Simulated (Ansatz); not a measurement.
# Response to strain in MgO

Start from MgO in the rock salt structure (space group Fm-3m, No. 225).

```yaml
crystal:
  lattice:
    - [0.00000, 2.07958, 2.07958]
    - [2.07958, 0.00000, 2.07958]
    - [2.07958, 2.07958, 0.00000]
  atoms:
    - { symbol: Mg, position: [0.00000, 0.00000, 0.00000] }
    - { symbol: O, position: [0.50000, 0.50000, 0.50000] }
```

Cartesian axes are those of the cell as printed.

Strains are applied to the cell and any free atomic positions relax.

The values are results of LDA in Ansatz (plane waves to 420 eV, PAW, without spin-orbit coupling), not measurements.

```json
[
 {"uniaxial strain ε_zz (%)": "0", "band gap (eV)": "5.03"},
 {"uniaxial strain ε_zz (%)": "0.5", "band gap (eV)": "4.98"},
 {"uniaxial strain ε_zz (%)": "1", "band gap (eV)": "4.92"},
 {"uniaxial strain ε_zz (%)": "1.5", "band gap (eV)": "?"},
 {"uniaxial strain ε_zz (%)": "2", "band gap (eV)": "4.80"},
 {"uniaxial strain ε_zz (%)": "2.5", "band gap (eV)": "4.75"},
 {"uniaxial strain ε_zz (%)": "3", "band gap (eV)": "4.69"}
]
```

Fit E_g = E₀ + Dε (ε in %) to the rows shown and predict the withheld row.

Least squares on the printed values gives E₀ = 5.03 eV, D = -114 meV per % of strain (largest residual 0.00 eV); this predicts 4.86 eV, and the run gives 4.86 eV, in agreement.

Stability against distortions was not tested.

Ansatz is a first-principles code.
